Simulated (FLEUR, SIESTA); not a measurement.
A SIESTA input for a self-consistent single point of Si2Mo (I4/mmm, 3 atoms in the cell) (DFT, GGA PBEsol, numerical atomic orbitals DZP, PseudoDojo PBEsol standard norm-conserving potentials (rewritten from UPF to PSML)):

```
# files in the folder: Si.psml Mo.psml (PseudoDojo PBEsol standard)
SystemName  Si2Mo
SystemLabel Si2Mo

NumberOfAtoms                3
NumberOfSpecies              2
%block ChemicalSpeciesLabel
  1 14 Si
  2 42 Mo
%endblock ChemicalSpeciesLabel
LatticeConstant              4.553533 Ang
%block LatticeVectors
    -0.354658020    0.354658020    0.865121654
     0.354658020   -0.354658020    0.865121654
     0.354658020    0.354658020   -0.865121654
%endblock LatticeVectors
AtomicCoordinatesFormat      Ang
%block AtomicCoordinatesAndAtomicSpecies
    -0.000000000    0.000000000    5.235960950  1
    -0.000000000    0.000000000    2.642759050  1
     0.000000000    0.000000000    0.000000000  2
%endblock AtomicCoordinatesAndAtomicSpecies

XC.functional                GGA
XC.authors                   PBEsol
PAO.BasisSize                DZP
PAO.EnergyShift              0.01 Ry
MeshCutoff                   300 Ry
%block kgrid.MonkhorstPack
   14   0   0  0.0
    0  14   0  0.0
    0   0  14  0.0
%endblock kgrid.MonkhorstPack
OccupationFunction           MP
OccupationMPOrder            0
ElectronicTemperature        0.272 eV

MaxSCFIterations             150
SCF.Mixer.Method             Broyden
SCF.Mixer.Weight             0.2
SCF.Mixer.History            8
SCF.DM.Tolerance             1.0E-04
Diag.ParallelOverK           true
WriteForces                  true
```

Translate this input to FLEUR.

This is the input that was run; spellings and numerical settings could be chosen otherwise.

Input of the input generator:

```
Si2Mo crystal
&input film=f /
-3.0518075358 3.0518075358 7.4443115063
3.0518075358 -3.0518075358 7.4443115063
3.0518075358 3.0518075358 -7.4443115063
1.0
1.0 1.0 1.0

3
14 0.6645700000 0.6645700000 0.0000000000
14 0.3354300000 0.3354300000 0.0000000000
42 0.0000000000 0.0000000000 0.0000000000

&comp jspins=1 /
&exco xctyp='PBEs' /
&kpt div1=14 div2=14 div3=14 gamma=t /
&end /
```

```xml
<?xml version="1.0" encoding="UTF-8" standalone="no"?>
<fleurInput fleurInputVersion="0.39">
   <comment>
      Si2Mo crystal                                                                                       
   </comment>
   <calculationSetup>
      <cutoffs Kmax="4.3" Gmax="12.9" GmaxXC="12.9" numbands="0"/>
      <scfLoop itmax="80" minDistance="0.00001" maxIterBroyd="25" imix="Anderson" alpha="0.05" precondParam="0.0" spinf="2.0"/>
      <coreElectrons ctail="T" frcor="F" kcrel="0" coretail_lmax="0"/>
      <xcFunctional name="PBEs" relativisticCorrections="F"/>
      <magnetism jspins="1"/>
      <soc l_soc="F" theta="0.0" phi="0.0" spav="F"/>
      <expertModes spex="0" secvar="F"/>
      <geometryOptimization l_f="T" forcealpha="1.0" forcemix="BFGS" epsdisp="0.00001" epsforce="0.00001"/>
      <ldaU l_linMix="F" mixParam="0.05" spinf="1.0"/>
   </calculationSetup>
   <cell>
      <bzIntegration valenceElectrons="22.0" mode="gauss" fermiSmearingEnergy="0.00999582">
         <kPointListSelection listName="default-1"/>
         <!-- k-points included here -->
         <xi:include xmlns:xi="http://www.w3.org/2001/XInclude" href="kpts.xml"> </xi:include>
      </bzIntegration>
      <!-- symmetry operations included here -->
      <xi:include xmlns:xi="http://www.w3.org/2001/XInclude" href="sym.xml"> </xi:include>
      <bulkLattice scale="1.0">
         <bravaisMatrix>
            <row-1>   -3.0518075358000001     3.0518075358000001     7.4443115063000000</row-1>
            <row-2>    3.0518075358000001    -3.0518075358000001     7.4443115063000000</row-2>
            <row-3>    3.0518075358000001     3.0518075358000001    -7.4443115063000000</row-3>
         </bravaisMatrix>
      </bulkLattice>
   </cell>
   <atomSpecies>
      <species name="Silicon (Si)" element="Si" atomicNumber="14">
         <mtSphere radius="2.29" gridPoints="791" logIncrement="0.015"/>
         <atomicCutoffs lmax="8" lnonsphr="6"/>
         <electronConfig flipSpins="F">
            <coreConfig>(1s1/2) (2s1/2) (2p1/2) (2p3/2)</coreConfig>
            <valenceConfig>(3s1/2) (3p1/2) (3p3/2)</valenceConfig>
            <stateOccupation state="(3p1/2)" spinUp="0.3333333333333" spinDown="0.3333333333333"/>
            <stateOccupation state="(3p3/2)" spinUp="0.6666666666667" spinDown="0.6666666666667"/>
         </electronConfig>
         <energyParameters s="3" p="3" d="3" f="4"/>
      </species>
      <species name="Molybdenum (Mo)" element="Mo" atomicNumber="42">
         <mtSphere radius="2.35" gridPoints="811" logIncrement="0.016"/>
         <atomicCutoffs lmax="10" lnonsphr="8"/>
         <electronConfig flipSpins="F">
            <coreConfig>(1s1/2) (2s1/2) (2p1/2) (2p3/2) (3s1/2) (3p1/2) (3p3/2) (3d3/2) (3d5/2)</coreConfig>
            <valenceConfig>(4s1/2) (4p1/2) (4p3/2) (5s1/2) (4d3/2) (4d5/2)</valenceConfig>
            <stateOccupation state="(5s1/2)" spinUp="0.5" spinDown="0.5"/>
            <stateOccupation state="(4d3/2)" spinUp="1.0" spinDown="1.0"/>
            <stateOccupation state="(4d5/2)" spinUp="1.5" spinDown="1.5"/>
         </electronConfig>
         <energyParameters s="5" p="5" d="4" f="4"/>
         <lo type="SCLO" l="0" n="4" eDeriv="0"/>
         <lo type="SCLO" l="1" n="4" eDeriv="0"/>
      </species>
   </atomSpecies>
   <atomGroups>
      <atomGroup species="Silicon (Si)">
         <relPos label="                   1">-.3354300000 -.3354300000 .0000000000</relPos>
         <relPos label="                   2">.3354300000 .3354300000 .0000000000</relPos>
         <force calculate="T" relaxXYZ="TTT"/>
      </atomGroup>
      <atomGroup species="Molybdenum (Mo)">
         <relPos label="                   3">.0000000000 .0000000000 .0000000000</relPos>
         <force calculate="T" relaxXYZ="TTT"/>
      </atomGroup>
   </atomGroups>
   <output dos="F" band="F" slice="F">
      <checks vchk="F" cdinf="F"/>
      <bandDOS minEnergy="-.5*Htr" maxEnergy="0.5*Htr" sigma="0.015" storeEVData="T"/>
      <vacuumDOS vacdos="F" integ="F" star="F" nstars="0" locx1="0.0" locy1="0.0" locx2="0.0" locy2="0.0" nstm="0" tworkf="0.0"/>
      <unfoldingBand unfoldBand="F" supercellX="1" supercellY="1" supercellZ="1"/>
      <plotting iplot="0" polar="F">
         <plot TwoD="T" vec1="  1.0  0.0  0.0" vec2="  0.0  1.0  0.0" vec3="  0.0  0.0  1.0" zero="  0.0  0.0  0.0" file="plot"/>
      </plotting>
      <chargeDensitySlicing numkpt="0" minEigenval="0.0" maxEigenval="0.0" nnne="0" pallst="F"/>
      <specialOutput eonly="F"/>
      <magneticCircularDichroism mcd="F" energyLo="-10.0" energyUp="0.0"/>
   </output>
  <!-- We include the file relax.xml here to enable relaxations (see documentation) -->
  <xi:include xmlns:xi="http://www.w3.org/2001/XInclude" href="relax.xml"> <xi:fallback/> </xi:include>
</fleurInput>
```

Basis, cutoffs, solver keys and any potentials are the target program's own. This input uses DFT, PBEsol, all-electron FLAPW (FLEUR), scalar-relativistic valence.

The starting cell comes from a database of computed structures (which also holds hypothetical and non-ambient phases and stackings), without a prior relaxation at this level. Its lattice was rescaled by a random factor within 2.5 % of one.
